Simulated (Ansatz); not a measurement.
Data:

End structure of the (100) surface of rock-salt TaC, Zr on all Ta sites of the top plane (bottom of the slab: a bare face, its two planes held):

```xyz
12
Lattice="3.1647 0.0000 0.0000 0.0000 3.1647 0.0000 0.0000 0.0000 27.5000" Properties=species:S:1:pos:R:3 pbc="T T T"
C      0.0000     0.0000     8.1405
Ta     1.5824     1.5824     8.1405
C      1.5824     1.5824    10.3783
Ta     0.0000     0.0000    10.3783
C      0.0000     0.0000    12.6163
Ta     1.5824     1.5824    12.6103
C      1.5824     1.5824    14.8384
Ta     0.0000     0.0000    14.8755
C      0.0000     0.0000    17.1006
Ta     1.5824     1.5824    17.0785
C      1.5824     1.5824    19.3866
Zr     0.0000     0.0000    19.3235
```

Slab: 12 atoms, 11.2 Å thick at the start; k 12x12x1, smearing 0.1 eV, dipole-corrected; 4 atoms held, the rest relaxed; held to the start's symmetry, so lower structures may exist; no spin, no spin-orbit, no U. In PBE it lies 0.05 eV a 1x1 cell over the lowest computed structure of the same composition (Zr on all Ta sites of the second plane).

Q: Estimate the work function of the top face that PBE (Ansatz, a first-principles code) returns for this input.

A: 3.17 eV
